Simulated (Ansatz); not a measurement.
SnO$_{2}$ (P4_2/mnm): band-edge transport data

Input:

```
SnO2
1.0
    4.76909     0.00000     0.00000
    0.00000     4.76909     0.00000
    0.00000     0.00000     3.21208
Sn O
2 4
Direct
  0.50000   0.50000   0.50000
  0.00000   0.00000   0.00000
  0.19372   0.80628   0.50000
  0.80628   0.19372   0.50000
  0.69372   0.69372   0.00000
  0.30628   0.30628   0.00000
```

Method: PBEsol with spin-orbit coupling, rigid bands (plane waves, PAW; Ansatz, a program for electronic structure). Condition of this run: spin-orbit coupling switched on. Cell: cell and atoms relaxed with PBEsol.

| Quantity | Result |
|---|---|
| band gap | 0.93 eV |
| electron conductivity mass (300 K, dilute) | 0.198 (x), 0.198 (y), 0.177 (z) mₑ |
| hole conductivity mass (300 K, dilute) | 1.40 (x), 1.40 (y), 1.97 (z) mₑ |
| effective density of states N_c (300 K) | 2.0e18 cm⁻³ |
| effective density of states N_v (300 K) | 4.8e19 cm⁻³ |
| density-of-states mass, electrons | 0.187 mₑ |
| density-of-states mass, holes | 1.53 mₑ |
| Seebeck coefficient, n-type 1e19 cm⁻³, 300 K | -110 μV/K |
| best n-type power factor at 300 K for τ = 10 fs (best axis; densities from 1e16 to 1e21 cm⁻³ tried, whether or not they can be reached) | 1.88 μW/(cm·K²) at 1e19 cm⁻³ |
| Seebeck coefficient, p-type 1e19 cm⁻³, 300 K | 346 μV/K |
| best p-type power factor at 300 K for τ = 10 fs (best axis; densities from 1e16 to 1e21 cm⁻³ tried, whether or not they can be reached) | 5.1 μW/(cm·K²) at 1e20 cm⁻³ |

Rigid bands; masses and Seebeck coefficients take one relaxation time τ for all states and one kind of carrier; polarons and phonon drag are left out.
